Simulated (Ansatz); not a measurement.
Worked example: self-consistent single point of Au (Fm-3m, 1 atom in the cell) in Ansatz (a quantum-chemistry and plane-wave program).

Level of theory: PBEsol, PAW files made with PBE (plane waves; Ansatz).

```
Au
1.0
    0.00000     2.03388     2.03388
    2.03388     0.00000     2.03388
    2.03388     2.03388     0.00000
Au
1
Direct
  0.00000   0.00000   0.00000
```

Reference input (self-consistent single point, DFT, PBEsol, plane waves, PAW files made with PBE): basis.ecutwfc = 420 eV; kpoints.mp_grid.grid = 14 14 14; hamiltonian.xc = pbesol; hamiltonian.pseudopotentials = {kind: paw} (the program's default PAW files); scf.occupations.method = fermi_dirac; scf.occupations.width = 0.1 eV. This run's input differs from it in these lines:

Ansatz 0.2 input:
```diff
@@ -8,3 +8,3 @@
 basis:
-  ecutwfc: 420.0
+  ecutwfc: 295.0
 kpoints:
```

Log, with long lists cut:

```
SCF iter   1: F=—  HF=-13009.075426 eV  |F-HF|=—  |Δ(HF+E_count)|=         —  Δρ=7.63e-2  dr2=1.08e0  ethr=3.10e-3  ⟨swp⟩=4.1  Hψ=6861  notcnv=0
all-band conjugate gradients solve this SCF's bands
preconditioner: auto → none
SCF iter   2: F=—  HF=-13008.800364 eV  |F-HF|=—  |Δ(HF+E_count)|=   2.75e-1  Δρ=3.33e-2  dr2=2.06e-1  ethr=3.10e-3  ⟨swp⟩=2.0  Hψ=2735  notcnv=0  defer=12
SCF iter   3: F=—  HF=-13008.739957 eV  |F-HF|=—  |Δ(HF+E_count)|=   6.04e-2  Δρ=5.58e-3  dr2=2.12e-3  ethr=1.08e-3  ⟨swp⟩=2.0  Hψ=2384  notcnv=0  defer=12
SCF iter   4: F=—  HF=-13008.741294 eV  |F-HF|=—  |Δ(HF+E_count)|=   1.34e-3  Δρ=3.81e-4  dr2=1.44e-5  ethr=1.12e-5  ⟨swp⟩=2.1  Hψ=2478  notcnv=0  defer=12
SCF iter   5: F=—  HF=-13008.741302 eV  |F-HF|=—  |Δ(HF+E_count)|=   7.94e-6  Δρ=4.89e-5  dr2=2.70e-7  ethr=7.60e-8  ⟨swp⟩=2.7  Hψ=2512  notcnv=0  defer=12
SCF iter   6: F=-13008.741302 eV  HF=-13008.741302 eV  |F-HF|=4.16e-9  |Δ(HF+E_count)|=   6.88e-8  Δρ=6.04e-6  dr2=5.94e-9  ethr=5.26e-10  ⟨swp⟩=5.4  Hψ=6163  notcnv=0
SCF 1 converged in 6 iterations: F = -13008.741302 eV  dr2 = 5.94e-9
Free energy (F): -13008.741302 eV
Internal energy: -13008.730752 eV  (E = F + TS)
E sigma→0 (E₀):  -13008.736027 eV
Entropy (-TS):   -0.010550 eV (-10.550 meV/atom)
Fermi energy:    20.703968 eV
--- Forces (eV/Å), atoms counted from 1 ---
  atom   1  Au    -0.00000000     0.00000000     0.00000000
--- Stress (GPa, compression-positive) ---
        1.837165      -0.000000       0.000000
       -0.000000       1.837165      -0.000000
       -0.000000      -0.000000       1.837165
  P = ⅓ Tr σ = 1.8372 GPa (18.372 kbar)
  The stress holds the Pulay correction. Without it, at fixed plane waves, as pw.x and ABINIT print it: P = -8.9839 GPa
```

The run converged in 6 iterations. Against the reference run the free energy rises by 102 meV/atom and the pressure goes from 2.03 to 1.84 GPa.

The starting cell has typed, rounded lattice constants, without a prior relaxation at this level. Its lattice was rescaled by up to half a per cent. Ansatz's pressure includes its estimate of the finite-basis (Pulay) stress. Without the estimate this run gives -8.98 GPa. The cutoff lies below the one recommended for these files.
